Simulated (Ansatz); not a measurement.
Here is the system:

```xyz
3
Lattice="0.0000 3.1822 3.1663 3.1822 0.0000 3.1663 3.1822 3.1822 0.0000" Properties=species:S:1:pos:R:3 pbc="T T T"
Mg     1.5911     1.5911     1.5832
Mg     4.7733     4.7733     4.7495
Ge     0.0000     0.0000     0.0000
```

No spin polarisation.

Calculations: PBEsol, PAW, 420 eV (Ansatz, an electronic-structure program; spin-orbit coupling left out). k-mesh 13×13×13 (Γ-centred); smearing 0.05 eV (Fermi–Dirac).

Problem. Predict the band gap.

Solution. 0.05 eV.

Problem. Estimate the gap character.

Solution. Indirect, Γ → M.

Problem. Predict the valence-band top at Γ (three highest levels, from the VBM).

Solution. 0.00, -0.02, -0.02 eV.

Problem. Estimate the stress (xx, yy, zz, yz, xz, xy; compression positive).

Solution. (0.12, 0.12, 0.57, 0.00, 0.00, 0.00) GPa.

The cells carry an imposed strain or load. Stability against distortions was not tested. The cell was made from Mg₂Ge in the anti-fluorite structure (space group Fm-3m, No. 225) by this change: uniaxial strain ε_zz = −0.50 %. A zero or small gap of Mg2Ge can be the functional's error rather than a property of the material.
